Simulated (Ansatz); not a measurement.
**Ca3GeO (space group Imma, No. 74; a cell from a computed database, its experimental status unchecked)**

```cif
data_Ca12Ge4O4
_chemical_formula_sum 'Ca12 Ge4 O4'
_space_group_name_H-M_alt 'Imma'
_space_group_IT_number 74
_space_group_name_Hall '-I 2b 2'
_cell_length_a 6.59986
_cell_length_b 9.33387
_cell_length_c 6.62251
_cell_angle_alpha 90.000
_cell_angle_beta 90.000
_cell_angle_gamma 90.000
loop_
_atom_site_label
_atom_site_type_symbol
_atom_site_symmetry_multiplicity
_atom_site_Wyckoff_symbol
_atom_site_fract_x
_atom_site_fract_y
_atom_site_fract_z
_atom_site_occupancy
Ca1 Ca 8 g 0.25000 0.51888 0.25000 1
Ca2 Ca 4 e 0.00000 0.25000 0.46287 1
Ge1 Ge 4 e 0.00000 0.75000 0.00087 1
O1 O 4 b 0.00000 0.00000 0.50000 1
```
(The calculation used a cell of 10 atoms; values per cell refer to that cell.)

Level of theory: PBEsol in Ansatz (plane waves to 420 eV, PAW, no spin-orbit coupling). Γ-centred 7×7×7 mesh, Fermi–Dirac width 0.05 eV.

| Property | Value |
|---|---|
| Volume per atom | 20.40 Å³ |
| Density | 3.40 g/cm³ |
| Band gap | zero |
| Total energy | -2040.230 eV/atom (σ→0; compares only within this code and set-up) |

No phonon test of stability was made. The final runs are not spin-polarised. Gaps under 0.05 eV, about the width of the smearing, are given as zero. A zero or small gap of Ca3GeO can be the functional's error rather than a property of the material.

Ansatz is a first-principles code.
